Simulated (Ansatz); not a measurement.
ZnGeP2: energy against strain

ZnGeP2 (chalcopyrite, I-42d, 19.694 Å³/atom at rest, c along z) under a strain ε along a (axis x), the other axes held. PBEsol in Ansatz, a plane-wave DFT program (PAW, default set), 420 eV, 9×9×9 Γ-centred mesh, Fermi-Dirac smearing 0.05 eV; ions are relaxed within the symmetry of each cell.

Here s stands for strain and y for E less E0.

| strain (%) | E less E0 (meV/atom) |
|---|---|
| -1.50 | 1.82 |
| -0.75 | 0.45 |
| 0.00 | 0.00 |
| 0.75 | 0.45 |
| 1.50 | 1.78 |
| 3.00 | ? |

Task: Using a parabola, estimate the missing y at s = 3.00 from the other rows, showing the fit.

Result: Least squares gives y = 0.000 - 0.0107·s + 0.8000·s². Residuals (row less fit): 0.004, -0.008, 0.000, 0.008, -0.004; standard error 0.009 (degrees of freedom: 2). Twice the quadratic coefficient over the volume, 2 × 0.8000 meV × 10⁴ × 0.1602 / 19.694 Å³, is the elastic constant C11 = 130 ± 0.7 GPa. At the withheld row, y = 0.000 - 0.0107 × 3.00 + 0.8000 × 3.00² = 7.168 meV/atom. The calculation gives 7.03 meV/atom, 0.138 meV/atom below the prediction (2.0 % of the range of y in the table). The row lies outside the fitted rows, so this is an extrapolation. From the scatter of the fitted rows alone, a prediction at this place has a standard error of 0.037 meV/atom, so the miss is 3.7 times that.

One order more, fitted to all 9 runs of the series, follows each within 0.01, so the miss is the next term of a smooth law. Rows are the converged runs of the series near zero and its far end; series whose fitted rows scatter by over a few per cent of the range, as at a crossing or softening among them, aren't shown in this form. Most that stay on the fit to the last digits aren't either.
